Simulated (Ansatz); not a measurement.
## BeTe: response to strain

The parent structure is BeTe in the zinc blende structure (space group F-43m, No. 216; a = 5.6046 Å). Axes: x, y, z lie along the cube axes.

Strains are applied to the cell and any free atomic positions relax; under stress the whole cell relaxes.

Computed with PBEsol, PAW, 420 eV (Ansatz, a quantum-chemistry and plane-wave program; scalar-relativistic without spin-orbit coupling), earlier PAW set.

| case | band gap | gap character | volume per atom |
|---|---|---|---|
| base | 1.84 eV | indirect, Γ → X | 22.01 Å³ |
| isotropic strain −1.33 % | 1.73 eV | indirect, Γ → X | 21.14 Å³ |
| isotropic strain +2.63 % | 2.02 eV | indirect, Γ → X | 23.79 Å³ |
| tensor shear ε_yz = −1.97 % | 1.58 eV | indirect, Γ → X | 22.00 Å³ |
| uniaxial stress, 8 GPa compression along x | 0.42 eV | indirect, Γ → Γ–M (94 % along) | 20.94 Å³ |
| uniaxial stress, 2 GPa tension along z | 1.73 eV | indirect, Γ → X | 22.25 Å³ |

Spin-orbit coupling, missing from the scalar runs, can matter with Te. Stability under load was not tested beyond the relaxation. Labels are those of the standard path for the cell's own space group.
